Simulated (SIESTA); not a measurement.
Worked example: self-consistent single point of Os (P6_3/mmc, 4 atoms in the cell) in SIESTA.

Method: LDA PW92, numerical atomic orbitals DZP, PseudoDojo LDA standard norm-conserving potentials (rewritten from UPF to PSML) in SIESTA 5.4.2.

```
Os
1.0
    2.75459     0.00000     0.00000
   -1.37729     2.38555     0.00000
    0.00000     0.00000     8.86291
Os
4
Direct
  0.00000   0.00000   0.00000
  0.00000   0.00000   0.50000
  0.33333   0.66667   0.25000
  0.66667   0.33333   0.75000
```

Reference input (self-consistent single point, DFT, GGA PBE, numerical atomic orbitals DZP, PseudoDojo PBE standard norm-conserving potentials (rewritten from UPF to PSML)): XC.functional = GGA; XC.authors = PBE; potentials = PseudoDojo PBE standard; PAO.BasisSize = DZP; PAO.EnergyShift = 0.005 Ry; MeshCutoff = 400 Ry; kgrid.MonkhorstPack = 9 9 3; OccupationFunction = MP; OccupationMPOrder = 0; ElectronicTemperature = 100 meV; MaxSCFIterations = 150; SCF.Mixer.Method = Pulay. This run's input differs from it in these lines:

```diff
@@ -1,2 +1,2 @@
-# files in the folder: Os.psml (PseudoDojo PBE standard)
+# files in the folder: Os.psml (PseudoDojo LDA standard)
 SystemName  Os
@@ -23,4 +23,4 @@
 
-XC.functional                GGA
-XC.authors                   PBE
+XC.functional                LDA
+XC.authors                   PW92
 PAO.BasisSize                DZP
```

Output (repeated stretches shortened):

```
        iscf     Eharris(eV)        E_KS(eV)     FreeEng(eV)     dDmax    Ef(eV) dHmax(eV)
   scf:    1   -10990.805889   -11017.834214   -11017.854794  1.002270 -2.863838  5.006295
   scf:    2   -11019.494943   -11018.684285   -11018.703781  0.084432 -3.068110  4.099052
   scf:    3   -11021.320741   -11020.367756   -11020.388482  0.354359 -4.011006  0.209664
   scf:    4   -11020.370250   -11020.369512   -11020.390357  0.008958 -4.033031  0.039507
   scf:    5   -11020.369738   -11020.369703   -11020.390516  0.001190 -4.034492  0.012367
   scf:    6   -11020.370051   -11020.369885   -11020.390556  0.002968 -4.042125  0.022963
   scf:    7   -11020.369929   -11020.369930   -11020.390553  0.002271 -4.036067  0.025380
   scf:    8   -11020.369933   -11020.369935   -11020.390583  0.000835 -4.038419  0.012866
   scf:    9   -11020.369892   -11020.369917   -11020.390594  0.000776 -4.039926  0.000490
   scf:   10   -11020.369916   -11020.369916   -11020.390594  0.000009 -4.039942  0.000292
SCF Convergence by DM+H criterion
max |DM_out - DM_in|         :     0.0000089299
max |H_out - H_in|      (eV) :     0.0002921365
SCF cycle converged after 10 iterations

Using DM_out to compute the final energy and forces

siesta: E_KS(eV) =           -11020.3699

siesta: E_KS - E_eggbox =    -11020.3699

siesta: Atomic forces (eV/Ang):
     1   -0.000000    0.000000    0.000001
     2   -0.000000   -0.000000   -0.000001
     3    0.000012   -0.000007   -0.000000
     4   -0.000012    0.000007    0.000000
   Tot   -0.000000    0.000000   -0.000000
   Max    0.000012
   Res    0.000006    sqrt( Sum f_i^2 / 3N )
   Max    0.000012    constrained

Stress tensor Voigt[x,y,z,yz,xz,xy] (kbar):      204.52      204.52      207.54       -0.00        0.00        0.00
(Free)E + p*V (eV/cell)   -11027.8615
   [... lines left out ...]
siesta: FreeEng =    -11020.390594
   [... lines left out ...]
siesta:     0.127649    0.000000    0.000000
siesta:     0.000000    0.127650   -0.000000
siesta:     0.000000   -0.000000    0.129533

siesta: Cell volume =         58.239947 Ang**3

siesta: Pressure (static):
siesta:                Solid            Molecule  Units
siesta:          -0.00139712         -0.00139712  Ry/Bohr**3
siesta:          -0.12827735         -0.12827721  eV/Ang**3
siesta:        -205.52296788       -205.52274960  kBar
```

The run converged in 10 iterations. Against the reference run the pressure goes from -3.55 to -20.55 GPa.

The starting cell was generated: these elements placed on a structure prototype, without a prior relaxation; it need not be a known phase or ordering of this composition. Its lattice was rescaled by a random factor within 2.5 % of one. Spin polarisation is off. Values carry the incompleteness of an atom-centred basis. With a pressure of about -21 GPa the cell is away from its equilibrium volume at this level.

Cost on one core of a shared machine: roughly 60 s.
